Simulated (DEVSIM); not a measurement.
Structure: illuminated Ge n-on-p cell, one wavelength, with a back-surface field, at 300 K.

Layer 1 from the left is Ge, thickness (μm) 0.0520, Nd (cm⁻³) 7.5e17, τn (s) 2.6e-8, τp (s) 6e-8, absorption coefficient (cm⁻¹) 28000. Layer 2 from the left is Ge, thickness (μm) 230, Na (cm⁻³) 2.6e17, τn (s) 8.5e-7, τp (s) 8.5e-7, absorption coefficient (cm⁻¹) 28000. Layer 3 from the left is Ge, thickness (μm) 1.50, Na (cm⁻³) 1.5e18, τn (s) 8.5e-7, τp (s) 8.5e-7, absorption coefficient (cm⁻¹) 28000.

Left contact: ohmic, minority hole recombination velocity 200 cm/s. Right contact: ohmic, minority electron recombination velocity 200 cm/s. Voltage is applied to the left contact. Recombination: SRH at mid-gap, radiative, Auger. Light enters at the left, 9.5e17 photons cm⁻² s⁻¹, one pass, no reflection. Mobility is constant in doping.

This is a model device: material constants are rounded textbook-type values typed into the input, and sizes, dopings and lifetimes were drawn at random. Values at 300 K.

Ge: gap (eV) 0.664, affinity (eV) 4, permittivity 16, Nc (cm⁻³) 1.04e19, Nv (cm⁻³) 6e18, μn (cm²/Vs) 3900, μp (cm²/Vs) 1900, B (cm³/s) 6.4e-14, Cn (cm⁶/s) 1e-31, Cp (cm⁶/s) 1e-31.

Simulated with DEVSIM: 1D drift-diffusion, Boltzmann statistics, complete ionisation; no tunnelling, impact ionisation, image-force lowering or self-heating.

Dark forward current:

```csv
|V| (V),|J| (A/cm²)
0.05,2.059e-5
0.10,0.0001502
0.15,0.001013
0.20,0.006883
0.25,0.04716
0.30,0.3240
0.35,2.199
0.40,13.74
0.45,63.87
0.50,196.4
0.55,481.0
0.60,1127
0.65,2507
```

Problem. Work out the local ideality factor n = ΔV / (kT/q · ln(J2/J1)) between the rows 0.15 and 0.20 V, 0.25 and 0.30 V, 0.60 and 0.65 V.

Solution. kT/q = 25.85 mV. From 0.15 to 0.20 V: ln(0.006883/0.001013) = 1.916, n = 1.01, near the 1 of diffusion or emission over a barrier. From 0.25 to 0.30 V: ln(0.3240/0.04716) = 1.927, n = 1.00, near the 1 of diffusion or emission over a barrier. From 0.60 to 0.65 V: ln(2507/1127) = 0.800, n = 2.42.

Problem. What current could the absorbed light give at most, and what share is collected?

Solution. Σ αd = 648, so qΦ(1 − exp(−Σ αd)) = 152 mA/cm². The simulated short-circuit current is 151.6 mA/cm², a share of 1.00.

Problem. Estimate the open-circuit voltage by superposition: the voltage at which the dark current equals that short-circuit current.

Solution. Interpolating ln J in the table gives 0.280 V. The simulation gives 0.280 V, the same within the digits that matter. Superposition holds where collection doesn't change with voltage.

Problem. Estimate the fill factor from FF0 = (v − ln(v + 0.72))/(v + 1), v = qVoc/(nkT), with n from the dark curve.

Solution. The rows about Voc, 0.25 and 0.30 V, give n = 1.00, so v = 10.8 and FF0 = 0.708. The simulation gives 0.708, the same within the digits that matter.
